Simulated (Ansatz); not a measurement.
Given:

```yaml
crystal:
  lattice:
    - [0.00000, 1.80284, 1.77580]
    - [1.80284, 0.00000, 1.77580]
    - [1.80284, 1.80284, 0.00000]
  atoms:
    - { symbol: B, position: [0.00000, 0.00000, 0.00000] }
    - { symbol: N, position: [0.25000, 0.25000, 0.25000] }
```

No spin polarisation.

Computed with Kohn–Sham DFT with the PBEsol functional, run in Ansatz (an electronic-structure program) with PAW and 420 eV plane waves, no spin-orbit coupling. Γ-centred 16×16×16 mesh, Fermi–Dirac width 0.05 eV.

What is the computed electron mass?

0.86 mₑ along k, 0.30 mₑ across (at X).

What band gap does the calculation give?

4.04 eV.

Predict the valence-band top at Γ (three highest levels, from the VBM).

0.00, -0.15, -0.15 eV.

Predict the smallest direct gap.

8.71 eV.

The cells carry an imposed strain or load. Effective masses come from finite differences of ±0.01 Å⁻¹. Along k means along the line from Γ to the band edge. Stability against distortions was not tested. The cell was made from BN in the zinc blende structure (space group F-43m, No. 216) by this change: uniaxial strain ε_zz = −1.50 %.
